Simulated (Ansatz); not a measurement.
# Response to strain in GaAs

Start from GaAs in the zinc blende structure (space group F-43m, No. 216).

```
CELL_PARAMETERS angstrom
      0.00000     2.82951     2.82951
      2.82951     0.00000     2.82951
      2.82951     2.82951     0.00000
ATOMIC_POSITIONS crystal
  As 0.75000 0.75000 0.75000
  Ga 0.00000 0.00000 0.00000
```

Cartesian axes are those of the cell as printed.

Strains are applied to the cell and any free atomic positions relax; under biaxial strain the out-of-plane vector relaxes too.

Level of theory: DFT with PBEsol, PAW potentials and a 420 eV plane-wave cutoff in Ansatz (an electronic-structure program), no spin-orbit coupling.

Notes on the quantities. energy relative to the base: free energy F; pressure: mean of the normal stresses, compression positive.

| case | energy relative to the base | pressure | gap character | band gap |
|---|---|---|---|---|
| base | 0 meV/atom | 0.0 GPa | direct at Γ | 0.42 eV |
| biaxial strain +2.57 %, plane normal [001], relaxed out of plane | +10 meV/atom | -1.8 GPa | – | zero |
| biaxial strain −0.13 %, plane normal [111], relaxed out of plane | 0.0 meV/atom | 0.14 GPa | direct at Γ | 0.43 eV |
| isotropic strain −4.65 % | +113 meV/atom | 13.75 GPa | indirect, Γ → X | 1.05 eV |
| isotropic strain −1.13 % | +5.9 meV/atom | 2.56 GPa | direct at Γ | 0.68 eV |
| uniaxial strain ε_xx = −2.65 % | +5.6 meV/atom | 1.97 GPa | direct at Γ | 0.52 eV |
| uniaxial strain ε_xx = −0.48 % | +0.2 meV/atom | ___ | direct at Γ | 0.44 eV |
| uniaxial strain ε_yy = −0.73 % | ___ | 0.52 GPa | direct at Γ | 0.45 eV |
| uniaxial strain ε_zz = +5.69 % | +24 meV/atom | -3.3 GPa | – | zero |
| tensor shear ε_xz = +2.65 % | ___ | 0.09 GPa | direct at Γ | 0.17 eV |

**Question.** What belongs in the blanks?

**Answer.** 
- uniaxial strain ε_xx = −0.48 %, pressure: 0.34 GPa
- uniaxial strain ε_yy = −0.73 %, energy relative to the base: +0.4 meV/atom
- tensor shear ε_xz = +2.65 %, energy relative to the base: +11 meV/atom

Whether these cells are dynamically stable was not tested. All final runs are without spin polarisation. Gaps under 0.05 eV, about the width of the smearing, are given as zero. The zero or small gap of GaAs under biaxial strain +2.57 %, plane normal [001], relaxed out of plane, GaAs under uniaxial strain ε_zz = +5.69 % and GaAs under tensor shear ε_xz = +2.65 % can change with the level of theory. k-point labels follow each cell's own Brillouin zone.
